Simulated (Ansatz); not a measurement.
Consider this model of amorphous Hf18O38Ti.

```xyz
57
Lattice="8.8391 0.5060 -0.2117 0.5060 9.1510 -0.1340 -0.2117 -0.1340 9.1528" Properties=species:S:1:pos:R:3 pbc="T T T"
Hf     0.6742     6.7950     1.1642
Hf     1.0421     0.3426     4.7251
Hf     8.4898     2.5050     8.7805
Hf     2.7147     4.6562     8.6510
Hf     8.2813     3.2159     2.9686
Hf     6.1437     8.7688     8.7303
Hf     1.2043     6.0178     4.7069
Hf     2.2391     3.6650     2.5821
Hf     2.4031     7.8344     7.7768
Hf     6.3161     6.0581     1.8219
Hf     6.8918     1.7796     6.0893
Hf     5.2816     2.9708     1.4243
Hf     3.0557     1.6342     8.0289
Hf     3.5233     7.5092     2.1662
Hf     3.9622     1.4092     4.5127
Hf     8.0733     5.4614     7.6067
Hf     6.8376     7.5910     5.4785
Hf     4.8376     4.6735     4.5762
O      6.4985     4.3230     3.0805
O      1.8392     7.7272     5.8022
O      5.2855     7.7502     1.1087
O      4.6198     6.1095     3.0784
O      8.4896     6.2128     5.7374
O      1.3324     7.3023     3.1519
O      3.5265     8.8975     3.5557
O      5.3309     0.2484     5.6939
O      0.8834     6.2798     8.3501
O      7.1547     7.3572     3.3695
O      0.7520     2.7604     1.5896
O      2.2212     8.1087     0.7269
O      3.4973     6.2469     7.8364
O      3.4402     3.4319     7.3101
O      4.2156     8.7733     7.8934
O      1.9231     2.0640     3.8214
O      6.9490     7.3708     7.5386
O      4.1418     3.1141     3.1609
O      2.6095     1.0922     6.0211
O      5.1770     4.8192     0.6677
O      0.8058     3.7255     8.3068
O      8.2860     9.1878     4.8532
O      8.4377     2.5014     4.9718
O      0.4624     4.5180     3.4525
O      5.3122     2.8301     5.3943
O      7.2604     2.6981     1.1470
O      5.7277     1.1226     2.9804
O      5.7307     5.9796     5.6682
O      7.9683     5.9005     0.5566
O      5.1103     1.6335    -0.0776
O      7.8767     8.6002     1.0454
O      1.1963     0.8367     8.3279
O      2.8125     4.8945     4.6234
O      3.1801     3.0159     0.7449
O      7.3243     3.5431     7.3823
O      8.6581     1.1221     2.8215
O      2.3748     5.5357     1.5168
O      7.2335     0.9330     7.8942
Ti     7.6581     9.1926     2.8763
```

Method: PBE, scalar-relativistic without spin-orbit coupling (plane waves to 420 eV, PAW; Ansatz, a program for electronic structure).

A CHGNet melt-quench gave the starting glass, which DFT then relaxed. O atoms were pushed apart under 1.9 Å during the dynamics, to hinder bonds among them. The hot cell started wider than the set density and was brought back towards it in steps. It is the lowest in DFT energy of 2 quenches. It is a model cell: composition and starting density were chosen by hand, and all elements were melted together. No dispersion term was used. Its density started from a set value of 8.71 and ended at 8.71 g/cm³. The simulated quench (nominally 300 K/ps over its main leg) is rapid and tends to freeze in more defects than a deposited or slowly cooled glass has. One small periodic cell is one sample of the glass; other quenches scatter about these values. The volume was held where the preparation left it and the shape relaxed, at a PBE pressure of 2.1 GPa. Stress components on the final sampling reach 2.3 GPa. On a 2×2×2 Γ-centred mesh force components of up to 0.14 eV/Å stay, since the relaxation ran on the zone centre alone.

Cut-offs for bonds: Hf-Hf 3.34 Å, Hf-O 2.76 Å, Hf-Ti 3.23 Å, O-O 1.58 Å, O-Ti 2.49 Å, Ti-Ti 3.12 Å. Two cations that share two anions don't count as bonded, nor two that share one unless they lie closer than Hf-Hf 3.25 Å, Hf-Ti 3.15 Å, Ti-Ti 3.04 Å.

### Question
Give the coordination numbers, mean bond lengths and angles.

### Answer

```
Item                                                                       Result
---------------------------------  ----------------------------------------------
Mean coordination of Hf by anions  6.33 (1 with 5, 11 with 6, 5 with 7, 1 with 8)
Mean coordination of O                       3.13 (3 with 2, 27 with 3, 8 with 4)
Mean coordination of Ti by anions                                 5.00 (1 with 5)
Mean Hf-O bond                              2.143 Å (spread 0.137 Å, 114 counted)
Mean O-Ti bond                                1.926 Å (spread 0.096 Å, 5 counted)
Bond angle at Hf                                        mean 102.5°, spread 29.5°
Bond angle at O                                         mean 114.4°, spread 19.4°
Bond angle at Ti                                        mean 105.9°, spread 22.3°
```

### Question
List the pairs of like atoms that count as bonded by the rules above.

### Answer
There are none by these rules.
